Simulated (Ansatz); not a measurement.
**Several settings converged on Mg (R3m, 3 atoms in the cell)**

```
Mg
1.0
    1.58792     0.91678     7.67678
   -1.58792     0.91678     7.67678
    0.00000    -1.83357     7.67678
Mg
3
Direct
  0.00217   0.00217   0.00217
  0.22193   0.22193   0.22193
  0.77807   0.77807   0.77807
```

Base method: PBEsol, default PAW files made with PBE (plane waves; Ansatz, an electronic-structure program).

Base settings: basis.ecutwfc = 420 eV; kpoints.mp_grid.grid = 12 12 12; hamiltonian.xc = pbesol; hamiltonian.pseudopotentials = {kind: paw} (the program's default PAW files); scf.occupations.method = gaussian; scf.occupations.width = 0.1 eV.

The count of work is k-points × plane waves × bands × iterations; it is no time. Core times come from one kind of shared machine, to one figure; runs under 30 s give none.

**The width of Fermi-Dirac smearing**

In this ladder: kpoints.mp_grid.grid = 20 20 20; scf.occupations.method = fermi_dirac.

Narrow widths need finer meshes than wide ones, so the last steps can hold mesh noise.

Only quantities that move along the ladder and can be compared are tabulated; pressure and forces are left out, as mesh noise rules them at narrow widths.

| scf.occupations.width | free energy less the last step's (meV/atom) | energy extrapolated to zero width less the last step's (meV/atom) | core time / last (rough) |
|---|---|---|---|
| 1 eV | -696.17 | -4.66 | 1 |
| 0.5 eV | -172.00 | 1.66 | 1 |
| 0.3 eV | -60.12 | 0.54 | 1 |
| 0.2 eV | -25.64 | -0.05 | 1 |
| 0.1 eV | -5.19 | -0.15 | 1.0 |
| 0.05 eV | 0.00 | 0.00 | 1 |

Widest scf.occupations.width that holds the free energy within 2 meV/atom: not settled: the last two steps still differ by 5.2 meV/atom, over half the tolerance, so the ladder does not show it.

Widest scf.occupations.width that holds the energy extrapolated to zero width within 2 meV/atom of the last step, with all finer ones: 0.5 eV; the step before is off by 4.7 meV/atom.

The extrapolation to zero width removes most of the smearing's effect on the energy.

**The width of Methfessel-Paxton smearing**

In this ladder: kpoints.mp_grid.grid = 20 20 20; scf.occupations.method = methfessel_paxton.

Narrow widths need finer meshes than wide ones, so the last steps can hold mesh noise.

Only quantities that move along the ladder and can be compared are tabulated; pressure and forces are left out, as mesh noise rules them at narrow widths.

| scf.occupations.width | free energy less the last step's (meV/atom) | core time / last (rough) |
|---|---|---|
| 1 eV | 1.35 | 1 |
| 0.5 eV | -0.25 | 1 |
| 0.3 eV | -0.32 | 1.0 |
| 0.2 eV | -0.22 | 1.0 |
| 0.1 eV | -0.08 | 1.0 |
| 0.05 eV | 0.00 | 1 |

Widest scf.occupations.width that holds the free energy within 0.5 meV/atom of the last step, with all finer ones: 0.5 eV; the step before is off by 1.3 meV/atom.

**The mesh under tetrahedron occupations**

In this ladder: scf.occupations.method = tetrahedron; scf.occupations.width = default.

Only quantities that move along the ladder and can be compared are tabulated.

```csv
kpoints.mp_grid.grid,free energy less the last step's (meV/atom),pressure (GPa),largest difference of a force vector from the last step's (eV/Å),count of work / last,core time / last (rough)
5 5 5,-1.81,0.03,0.010,0.0098,–
6 6 6,30.48,0.20,0.021,0.016,–
8 8 8,-7.68,0.17,0.012,0.032,–
9 9 9,5.58,0.23,0.030,0.042,–
12 12 12,-0.17,0.27,0.017,0.092,–
15 15 15,-0.46,0.31,0.007,0.17,0.2
18 18 18,-0.48,0.33,0.005,0.28,0.3
22 22 22,0.10,0.34,0.001,0.50,0.5
28 28 28,0.00,0.35,0.000,1.0,1
```

State of the pressure at the end of the ladder: still drifting one way, by 0.02 GPa over the last two steps, so the last step is no safe reference.

Coarsest kpoints.mp_grid.grid that holds the free energy within 2 meV/atom of the last step, with all finer ones: 12 12 12, at 0.092 of the last step's count of work; the step before is off by 5.6 meV/atom.

On the base run: the starting cell comes from a database of computed structures (which also holds hypothetical and non-ambient phases and stackings), without a prior relaxation at this level. Its lattice was rescaled by up to half a per cent. One atom was moved a little off its site on purpose. Ansatz's pressure includes its estimate of the finite-basis (Pulay) stress.

Left out of this page: 4 runs of the series outside the window shown, repeating another row's setting, or not comparable.

Keys are those of Ansatz 0.2.
